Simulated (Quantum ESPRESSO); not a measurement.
Troubleshooting Quantum ESPRESSO: a failed run on MnRh (Pm-3m, 2 atoms in the cell). The aim is a self-consistent single point with DFT, PBEsol, plane waves, GBRV 1.5 ultrasoft (PBESOL) pseudopotentials.

Cell that was meant: a = 3.0440 Å, b = 3.0440 Å, c = 3.0440 Å, α = 90.00°, β = 90.00°, γ = 90.00°.

Part of the input:

```fortran
 degauss = 0.0099958,
 nspin = 2,
 starting_magnetization(2) = 0.267,
 noncolin = .true.,
/
&electrons
 conv_thr = 1.0d-10,
```

The program printed (abridged):

```
 %%%%%%%%%%%%%%%%%%%%%%%%%%%%%%%%%%%%%%%%%%%%%%%%%%%%%%%%%%%%%%%%%%%%%%%%%%%%%%
     Error in routine iosys (1):
     noncolin .and. nspin==2 are conflicting flags
 %%%%%%%%%%%%%%%%%%%%%%%%%%%%%%%%%%%%%%%%%%%%%%%%%%%%%%%%%%%%%%%%%%%%%%%%%%%%%%

     stopping ...
```

Question: From the messages shown, name the fault and mend the input.

Answer: The fault is collinear and non-collinear spin switched on together. The two settings exclude each other. To fix it, keep one of them. The program stopped before any SCF iteration.

The sound input it was made from differs as follows (other fixes are possible):
```diff
- noncolin = .true.,
```

With that input, the run converged in 16 iterations: free energy E − TS -5200.7845 eV; Fermi level (on the code's own zero) 17.61 eV; pressure -10.14 GPa; size of the cell's spin moment 4.10 μB; site moments (μB, in the program's spheres or projections) Rh 0.52, Mn 3.48 (DFT, PBEsol, plane waves, GBRV 1.5 ultrasoft (PBESOL) pseudopotentials).

On the sound input: the starting cell comes from a database of published, mostly measured structures (it also holds non-ambient and calculated ones), without a prior relaxation at this level. The magnetic order is the one reached from the typed start; others were not searched systematically. With a pressure of about -10 GPa the cell is away from its equilibrium volume at this level.
